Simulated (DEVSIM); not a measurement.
Structure: TaN/SiON/n-Ge capacitor, at 450 K.

Layer 1 from the left is SiON, thickness (nm) 3.30. Layer 2 from the left is Ge, thickness (nm) 1200, Nd (cm⁻³) 2.4e17.

Metal gate on the left, work function 4.4 eV. Fixed charge at the semiconductor interface -5.1e10 cm⁻² (in units of +e); interface traps 1.4e10 cm⁻² eV⁻¹, uniform in energy, neutral level at 0.3 of the gap above the valence band.

This is a model device: material constants are rounded textbook-type values typed into the input, and sizes, dopings and lifetimes were drawn at random. Values at 300 K; Nc and Nv go as T^1.5, mobilities as T to minus their exponent, the gap by Varshni's rule with the affinity fixed.

SiON: gap (eV) 7, affinity (eV) 1.4, permittivity 5.5. Ge: gap (eV) 0.664, affinity (eV) 4, permittivity 16, Nc (cm⁻³) 1.04e19, Nv (cm⁻³) 6e18, Varshni α (eV/K) 0.000477, Varshni β (K) 235.

Simulated with DEVSIM: 1D Poisson equation in equilibrium, Boltzmann statistics, complete ionisation; no quantum confinement or tunnelling. Metal contacts follow the ideal Schottky-Mott rule: no Fermi-level pinning, no interface dipoles.

**Question.** What does the simulation give for the threshold voltage (band bending 2φF)?

**Answer.** threshold voltage (band bending 2φF) -0.17 V.
